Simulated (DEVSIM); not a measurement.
Structure: abrupt Si p-n junction, at 300 K.

| layer (left to right) | material | thickness (μm) | Nd (cm⁻³) | Na (cm⁻³) | τn (s) | τp (s) |
|---|---|---|---|---|---|---|
| 1 | Si | 40.0 | - | 1.3e15 | 0.00011 | 0.00011 |
| 2 | Si | 8.90 | 3e13 | - | 0.00011 | 0.00011 |

Left contact: ohmic. Right contact: ohmic. Voltage is applied to the left contact. Recombination: SRH at mid-gap, radiative, Auger. Mobility is μmin + (μ − μmin)/(1 + (N/Nref)^α).

The device is made up for the run: typed textbook-type constants, with dimensions and the other settings drawn at random. Values at 300 K.

| parameter | Si |
|---|---|
| gap (eV) | 1.124 |
| affinity (eV) | 4.05 |
| permittivity | 11.7 |
| Nc (cm⁻³) | 2.86e19 |
| Nv (cm⁻³) | 3.1e19 |
| μn (cm²/Vs) | 1417 |
| μp (cm²/Vs) | 470 |
| μn,min | 52 |
| μp,min | 45 |
| Nref,n | 9.7e16 |
| Nref,p | 2.2e17 |
| αn | 0.68 |
| αp | 0.72 |
| B (cm³/s) | 4.7e-15 |
| Cn (cm⁶/s) | 2.8e-31 |
| Cp (cm⁶/s) | 9.9e-32 |

DEVSIM, 1D drift-diffusion, Boltzmann statistics, complete ionisation; no tunnelling, impact ionisation, image-force lowering or self-heating.

### Question
Tabulate band edges, carrier densities and field at zero bias.

### Answer
Energies count from the Fermi level of the right contact; mesh points crowd at the junctions.

| x (μm) | Ec (eV) | Ev (eV) | n (cm⁻³) | p (cm⁻³) | field (V/cm) |
|---|---|---|---|---|---|
| 0.000 | 0.863 | -0.261 | 89000 | 1.3e15 | ≈ 0 |
| 0.04534 | 0.863 | -0.261 | 89000 | 1.3e15 | ≈ 0 |
| 0.1682 | 0.863 | -0.261 | 89000 | 1.3e15 | ≈ 0 |
| 0.5309 | 0.863 | -0.261 | 89000 | 1.3e15 | ≈ 0 |
| 2.195 | 0.863 | -0.261 | 89000 | 1.3e15 | ≈ 0 |
| 6.127 | 0.863 | -0.261 | 89000 | 1.3e15 | ≈ 0 |
| 17.73 | 0.863 | -0.261 | 89000 | 1.3e15 | ≈ 0 |
| 34.37 | 0.863 | -0.261 | 89000 | 1.3e15 | ≈ 0 |
| 38.06 | 0.863 | -0.261 | 89000 | 1.3e15 | ≈ 0 |
| 39.32 | 0.863 | -0.261 | 90000 | 1.3e15 | ≈ 0 |
| 39.78 | 0.857 | -0.267 | 110000 | 1.0e15 | -530 |
| 39.96 | 0.836 | -0.288 | 260000 | 4.5e14 | -2100 |
| 40.00 | 0.827 | -0.297 | 370000 | 3.1e14 | -2600 |
| 40.05 | 0.815 | -0.309 | 590000 | 2.0e14 | -2400 |
| 40.27 | 0.767 | -0.357 | 3700000 | 3.1e13 | -2000 |
| 40.84 | 0.668 | -0.456 | 1.7e8 | 6.7e11 | -1600 |
| 42.35 | 0.474 | -0.650 | 3.1e11 | 3.8e8 | -930 |
| 45.94 | 0.358 | -0.766 | 2.8e13 | 4200000 | -26 |
| 48.17 | 0.356 | -0.768 | 3.0e13 | 3900000 | ≈ 0 |
| 48.65 | 0.356 | -0.768 | 3.0e13 | 3900000 | ≈ 0 |
| 48.83 | 0.356 | -0.768 | 3.0e13 | 3900000 | ≈ 0 |
| 48.90 | 0.356 | -0.768 | 3.0e13 | 3900000 | ≈ 0 |
